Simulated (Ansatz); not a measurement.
Consider CuI in the zinc blende structure (space group F-43m, No. 216; a = 6.023 Å).

Level of theory: r2SCAN/PAW in Ansatz (a quantum-chemistry and plane-wave program), no spin-orbit coupling.

Its conduction minimum is a single valley at Γ with mass 0.18 mₑ.

One thing is altered: 0.0382 electrons added to each cell, a density of 7.0×10^20 cm⁻³, with a uniform compensating background at fixed cell and a 300 K Fermi–Dirac width.

### Question
Where would a parabolic band put the Fermi level, and where does the calculation put it?

### Answer
k_F = (3π²n)^(1/3) = 0.275 Å⁻¹, so ħ²k_F²/2m = 1.6 eV above the band edge at zero temperature. The calculation gives 0.90 eV (to 0.05 eV): the band is strongly non-parabolic or higher valleys fill at this density.

Charged cell with a jellium background: band edges are those of the host's band count, energies are not comparable with the neutral cell, and many-body gap narrowing is missing. With I present, leaving out spin-orbit coupling can change the band edges. The levels and masses belong to the bands next to the band gap. Masses are band curvatures over ±0.01 Å⁻¹ around the edge. No phonon test of stability was made. The final runs are not spin-polarised.
